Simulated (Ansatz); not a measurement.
The reference is WSe$_{2}$ (space group P6_3/mmc, No. 194; layered, stacked along the Cartesian z axis).

```yaml
crystal:
  lattice:
    - [3.23049, 0.00000, 0.00000]
    - [-1.61525, 2.79769, 0.00000]
    - [0.00000, 0.00000, 12.41108]
  atoms:
    - { symbol: W, position: [0.66667, 0.33333, 0.75000] }
    - { symbol: W, position: [0.33333, 0.66667, 0.25000] }
    - { symbol: Se, position: [0.66667, 0.33333, 0.38545] }
    - { symbol: Se, position: [0.33333, 0.66667, 0.88545] }
    - { symbol: Se, position: [0.33333, 0.66667, 0.61455] }
    - { symbol: Se, position: [0.66667, 0.33333, 0.11455] }
```

Cartesian axes are those of the cell as printed.

Method: Kohn–Sham DFT with the PBEsol-D3(BJ) functional, run in Ansatz (a first-principles code) with PAW and 420 eV plane waves, scalar-relativistic without spin-orbit coupling.

It is then changed as follows: the cell is stretched by 1.20 % along x with no lateral relaxation; the atoms relax in the strained cell.

Problem. Predict the stress tensor and what it implies for the stiffness.

Solution. Stress of the strained cell less that of the base (GPa, compression positive):
```
  -2.58    0.00    0.00
   0.00   -0.48    0.00
   0.00    0.00   -0.24
```

Then −Δσ_ii/ε with ε = 0.0120 gives relaxed-ion elastic constants: C11 ≈ 215 GPa and C12 ≈ 40 GPa.

Whether these cells are dynamically stable was not tested.
